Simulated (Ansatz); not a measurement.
Results of G0W0@PBEsol (plane waves, hard PAW, contour deformation; Ansatz, a quantum-chemistry and plane-wave program) for Bi₂SO₂ (model structure, started from the La2SO2 type, P-3m1, No. 164, 5 atoms in the cell).

The same calculation (at the PBEsol cell, 18.198 Å³/atom) with different numerical settings; throughout: k mesh 3×3×2:

```json
[
 {"run": "1", "response cutoff (eV)": "100", "empty bands": "380", "quasiparticle gap on the mesh (eV)": "2.215", "quasiparticle gap at Γ (eV)": "3.062", "rough time": "100 core-s"},
 {"run": "2", "response cutoff (eV)": "150", "empty bands": "697", "quasiparticle gap on the mesh (eV)": "2.312", "quasiparticle gap at Γ (eV)": "3.145", "rough time": "6 core-min"},
 {"run": "3", "response cutoff (eV)": "200", "empty bands": "1074", "quasiparticle gap on the mesh (eV)": "2.376", "quasiparticle gap at Γ (eV)": "3.194", "rough time": "20 core-min"},
 {"run": "4", "response cutoff (eV)": "250", "empty bands": "1500", "quasiparticle gap on the mesh (eV)": "2.413", "quasiparticle gap at Γ (eV)": "3.222", "rough time": "40 core-min"},
 {"run": "5", "response cutoff (eV)": "300", "empty bands": "1972", "quasiparticle gap on the mesh (eV)": "2.437", "quasiparticle gap at Γ (eV)": "3.238", "rough time": "80 core-min"}
]
```

In the column quasiparticle gap on the mesh (eV) the first row differs from the last by -0.222 and the next to last by -0.024.

The last row is no converged limit: other settings stay fixed.

Spin–orbit coupling is not included.

Note: filled d or f shells below the valence bands can shift G0W0 gaps through exchange with them, which wasn't tested here.

A model structure was made by putting elements into a prototype or built by hand; it is no filed structure, need not be a known phase, and can be a saddle point held by its symmetry.
